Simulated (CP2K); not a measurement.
Band structure of GaN (F-43m, 2 atoms in the cell).

```xyz
2
Lattice="3.1961 0.0000 0.0000 1.5981 2.7679 0.0000 1.5981 0.9226 2.6096" Properties=species:S:1:pos:R:3 pbc="T T T"
Ga     0.0000     0.0000     0.0000
N      1.5981     0.9226     0.6524
```

Level of theory: PBE, GPW, DZVP-MOLOPT-SR-GTH basis, GTH-PBE potentials (GTH_POTENTIALS) in CP2K.

Settings: CUTOFF = 600 Ry; REL_CUTOFF = 50 Ry; SMEAR/METHOD = FERMI_DIRAC; ELECTRONIC_TEMPERATURE = 116.05 K; KPOINTS/SCHEME = MONKHORST-PACK 13 13 13; XC_FUNCTIONAL = PBE; Ga/BASIS_SET = DZVP-MOLOPT-SR-GTH-q13; Ga/POTENTIAL = GTH-PBE-q13; N/BASIS_SET = DZVP-MOLOPT-SR-GTH-q5; N/POTENTIAL = GTH-PBE-q5; METHOD = GPW; EPS_DEFAULT = 1e-10; EXTRAPOLATION = USE_GUESS; NGRIDS = 5.

The starting cell has typed, rounded lattice constants, without a prior relaxation at this level. Values carry the incompleteness of an atom-centred basis.

Problem. Predict the gap along the standard path and the places of the band edges.

Solution. The gap along the path is 1.65 eV, direct at Γ to within 0.01 eV.

Levels in eV from the top of the valence band on the SCF mesh, bands 6 to 10:
```
point       6      7      8      9    10
-----  ------  -----  -----  -----  ----
Γ      -13.31   0.00   0.00   0.00  1.65
X      -11.57  -6.15  -2.72  -2.72  3.41
W      -11.30  -5.73  -3.70  -3.66  6.31
K      -11.42  -5.89  -4.26  -2.19  5.08
L      -12.02  -7.04  -0.98  -0.98  4.55
U      -11.42  -5.89  -4.26  -2.19  5.08
```

Higher empty bands are left out: an atom-centred basis made for the valence describes them poorly.
